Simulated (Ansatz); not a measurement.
Amorphous hafnium silicate (Hf$_{10}$Si$_{10}$O$_{40}$), 60 atoms at 5.38 g/cm³, one PBE-relaxed geometry, zone centre. Methods: PBE (Ansatz, a quantum-chemistry and plane-wave program); HSE06 (Ansatz). Plane waves to 420 eV (r2SCAN 500 eV); exact exchange is cut at the cell's faces. At PBE the levels at the filled edge of the gap are localised (band-tail or defect states). All rungs ran without spin polarisation.

The cell was made by melting and quenching with the CHGNet potential and then relaxed with DFT. O atoms were pushed apart under 1.9 Å during the dynamics, to hinder bonds among them. It is a model cell: composition and starting density were chosen by hand, and all elements were melted together. No dispersion term was used. Its density started from a set value of 5.59 and ended at 5.38 g/cm³. The simulated quench (nominally 630 K/ps over its main leg) is rapid and tends to freeze in more defects than a deposited or slowly cooled glass has. One small periodic cell is one sample of the glass; other quenches scatter about these values. The volume was free in the relaxation, at fixed shape. Stress components on the final sampling reach 1.2 GPa.

The relaxation ran on the zone centre alone. At PBE the level gap is 4.35 eV on a 2×2×2 Γ-centred mesh, and the spacing at the zone centre alone 4.38 eV.

Q: What zone-centre spacing does HSE06 give, roughly?

A: 6.01 eV (+1.63 eV against PBE).

The highest filled and the lowest empty state spread over these numbers of atoms (participation numbers): PBE: 6.2 and 23.9; HSE06: 6.5 and 27.0.
